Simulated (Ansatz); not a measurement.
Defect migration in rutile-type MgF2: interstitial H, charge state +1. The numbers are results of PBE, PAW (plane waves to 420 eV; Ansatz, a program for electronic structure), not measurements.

Settings: 72 host sites, the relaxed PBE lattice, the Γ point alone, smearing 0.01 eV, spin-restricted, no image-charge correction. Energies are static. The charge state is imposed; whether it is stable for some Fermi level was not computed. Sites that were not tried may lie lower.

Barriers: single points on a 2×2×2 k-point mesh shifted by half a step at the bands' geometries.

Relaxed starting cell (atoms counted from 1):

```yaml
crystal:
  lattice:
    - [9.39623, 0.00000, 0.00000]
    - [0.00000, 9.39623, 0.00000]
    - [0.00000, 0.00000, 9.27862]
  atoms:
    - { symbol: Mg, position: [0.99947, 0.00227, 0.00056] }
    - { symbol: Mg, position: [0.00786, 0.99579, 0.32657] }
    - { symbol: Mg, position: [0.00788, 0.99578, 0.67461] }
    - { symbol: Mg, position: [0.99944, 0.49814, 0.00054] }
    - { symbol: Mg, position: [0.99067, 0.50505, 0.32612] }
    - { symbol: Mg, position: [0.99073, 0.50493, 0.67499] }
    - { symbol: Mg, position: [0.49812, 0.00043, 0.00056] }
    - { symbol: Mg, position: [0.50185, 0.99518, 0.33248] }
    - { symbol: Mg, position: [0.50186, 0.99517, 0.66864] }
    - { symbol: Mg, position: [0.50064, 0.50020, 0.00057] }
    - { symbol: Mg, position: [0.49720, 0.50507, 0.33253] }
    - { symbol: Mg, position: [0.49715, 0.50511, 0.66864] }
    - { symbol: Mg, position: [0.25128, 0.25109, 0.16667] }
    - { symbol: Mg, position: [0.26703, 0.24038, 0.50061] }
    - { symbol: Mg, position: [0.25128, 0.25104, 0.83453] }
    - { symbol: Mg, position: [0.24986, 0.74763, 0.16600] }
    - { symbol: Mg, position: [0.24817, 0.75048, 0.50059] }
    - { symbol: Mg, position: [0.24984, 0.74764, 0.83516] }
    - { symbol: Mg, position: [0.74756, 0.24941, 0.16654] }
    - { symbol: Mg, position: [0.73235, 0.25973, 0.50052] }
    - { symbol: Mg, position: [0.74755, 0.24943, 0.83451] }
    - { symbol: Mg, position: [0.74896, 0.75304, 0.16593] }
    - { symbol: Mg, position: [0.75072, 0.74973, 0.50057] }
    - { symbol: Mg, position: [0.74897, 0.75303, 0.83516] }
    - { symbol: F, position: [0.15349, 0.15124, 0.00060] }
    - { symbol: F, position: [0.16132, 0.14456, 0.33428] }
    - { symbol: F, position: [0.16131, 0.14449, 0.66693] }
    - { symbol: F, position: [0.15349, 0.64640, 0.00056] }
    - { symbol: F, position: [0.15057, 0.64573, 0.33665] }
    - { symbol: F, position: [0.15054, 0.64572, 0.66450] }
    - { symbol: F, position: [0.65379, 0.14896, 0.00055] }
    - { symbol: F, position: [0.65678, 0.14725, 0.33658] }
    - { symbol: F, position: [0.65682, 0.14720, 0.66443] }
    - { symbol: F, position: [0.65222, 0.65167, 0.00054] }
    - { symbol: F, position: [0.65592, 0.65091, 0.33364] }
    - { symbol: F, position: [0.65593, 0.65093, 0.66748] }
    - { symbol: F, position: [0.09255, 0.39855, 0.17045] }
    - { symbol: F, position: [0.06767, 0.35428, 0.50065] }
    - { symbol: F, position: [0.09255, 0.39854, 0.83074] }
    - { symbol: F, position: [0.09719, 0.89716, 0.16352] }
    - { symbol: F, position: [0.09189, 0.90360, 0.50056] }
    - { symbol: F, position: [0.09714, 0.89710, 0.83766] }
    - { symbol: F, position: [0.59365, 0.39938, 0.16869] }
    - { symbol: F, position: [0.58681, 0.40433, 0.50057] }
    - { symbol: F, position: [0.59366, 0.39938, 0.83242] }
    - { symbol: F, position: [0.59647, 0.90035, 0.16664] }
    - { symbol: F, position: [0.59752, 0.89689, 0.50056] }
    - { symbol: F, position: [0.59652, 0.90034, 0.83449] }
    - { symbol: F, position: [0.40518, 0.10113, 0.16878] }
    - { symbol: F, position: [0.41231, 0.09586, 0.50057] }
    - { symbol: F, position: [0.40522, 0.10110, 0.83239] }
    - { symbol: F, position: [0.40228, 0.60007, 0.16680] }
    - { symbol: F, position: [0.40149, 0.60339, 0.50056] }
    - { symbol: F, position: [0.40229, 0.60008, 0.83437] }
    - { symbol: F, position: [0.90628, 0.10196, 0.17041] }
    - { symbol: F, position: [0.93087, 0.14468, 0.50036] }
    - { symbol: F, position: [0.90625, 0.10195, 0.83071] }
    - { symbol: F, position: [0.90161, 0.60350, 0.16314] }
    - { symbol: F, position: [0.90714, 0.59648, 0.50058] }
    - { symbol: F, position: [0.90158, 0.60344, 0.83789] }
    - { symbol: F, position: [0.34500, 0.35154, 0.00059] }
    - { symbol: F, position: [0.34207, 0.35321, 0.33685] }
    - { symbol: F, position: [0.34204, 0.35324, 0.66440] }
    - { symbol: F, position: [0.34656, 0.84887, 0.00058] }
    - { symbol: F, position: [0.34305, 0.84936, 0.33370] }
    - { symbol: F, position: [0.34306, 0.84936, 0.66745] }
    - { symbol: F, position: [0.84533, 0.34934, 0.00052] }
    - { symbol: F, position: [0.83767, 0.35589, 0.33409] }
    - { symbol: F, position: [0.83768, 0.35580, 0.66690] }
    - { symbol: F, position: [0.84536, 0.85415, 0.00054] }
    - { symbol: F, position: [0.84838, 0.85447, 0.33668] }
    - { symbol: F, position: [0.84836, 0.85451, 0.66442] }
    - { symbol: H, position: [0.99994, 0.25029, 0.50047] }
```
Cell charge +1.

End state 1 differs by these moves (Å; atoms that move under 0.08 Å are left out):

```json
[
 {"atom": "5", "element": "Mg", "Δx": "0.18", "Δy": "0.05", "Δz": "0.07"},
 {"atom": "6", "element": "Mg", "Δx": "0.06", "Δy": "-0.05", "Δz": "-0.07"},
 {"atom": "14", "element": "Mg", "Δx": "-0.13", "Δy": "0.10", "Δz": "0.00"},
 {"atom": "19", "element": "Mg", "Δx": "-0.04", "Δy": "-0.07", "Δz": "-0.04"},
 {"atom": "20", "element": "Mg", "Δx": "-0.15", "Δy": "-0.08", "Δz": "0.13"},
 {"atom": "26", "element": "F", "Δx": "-0.09", "Δy": "0.06", "Δz": "-0.01"},
 {"atom": "27", "element": "F", "Δx": "-0.10", "Δy": "0.08", "Δz": "-0.02"},
 {"atom": "29", "element": "F", "Δx": "0.03", "Δy": "0.12", "Δz": "-0.03"},
 {"atom": "32", "element": "F", "Δx": "-0.06", "Δy": "0.08", "Δz": "0.00"},
 {"atom": "33", "element": "F", "Δx": "-0.09", "Δy": "-0.01", "Δz": "0.10"},
 {"atom": "38", "element": "F", "Δx": "0.29", "Δy": "0.45", "Δz": "-0.01"},
 {"atom": "43", "element": "F", "Δx": "0.09", "Δy": "0.02", "Δz": "0.03"},
 {"atom": "50", "element": "F", "Δx": "-0.07", "Δy": "0.04", "Δz": "0.01"},
 {"atom": "56", "element": "F", "Δx": "-0.20", "Δy": "-0.17", "Δz": "-0.21"},
 {"atom": "58", "element": "F", "Δx": "-0.02", "Δy": "-0.09", "Δz": "0.08"},
 {"atom": "68", "element": "F", "Δx": "0.30", "Δy": "-0.27", "Δz": "0.11"},
 {"atom": "69", "element": "F", "Δx": "0.03", "Δy": "-0.10", "Δz": "-0.04"},
 {"atom": "73", "element": "H", "Δx": "-0.78", "Δy": "-0.17", "Δz": "-0.90"}
]
```

Q: Give the forward and backward barriers to end state 1 at the level PBE, PAW.

A: forward 0.26 eV, backward 0.088 eV; at the saddle point atom 73 has neighbours F at 0.99, F at 1.72, F at 2.14, F at 2.18 Å. The saddle point's order was not checked.
